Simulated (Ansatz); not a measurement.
## A computed series for SrO: response to strain

Base system: SrO in the rock salt structure (space group Fm-3m, No. 225; a = 5.1949 Å).

Strains are applied to the cell and any free atomic positions relax.

The values are results of plane-wave PAW DFT at the PBE level (Ansatz, an electronic-structure program, 420 eV), scalar-relativistic without spin-orbit coupling, not measurements.

Problem. Only one of these has a direct gap. Which?
A. isotropic strain +1.00 %
B. isotropic strain +3.00 %
C. isotropic strain −2.00 %

Solution. B, isotropic strain +3.00 %. Computed: isotropic strain +3.00 %: direct at Γ; isotropic strain −2.00 %: indirect, Γ → X; isotropic strain +1.00 %: indirect, Γ → X

Gaps are read on the SCF mesh and a high-symmetry path. No phonon test of stability was made.
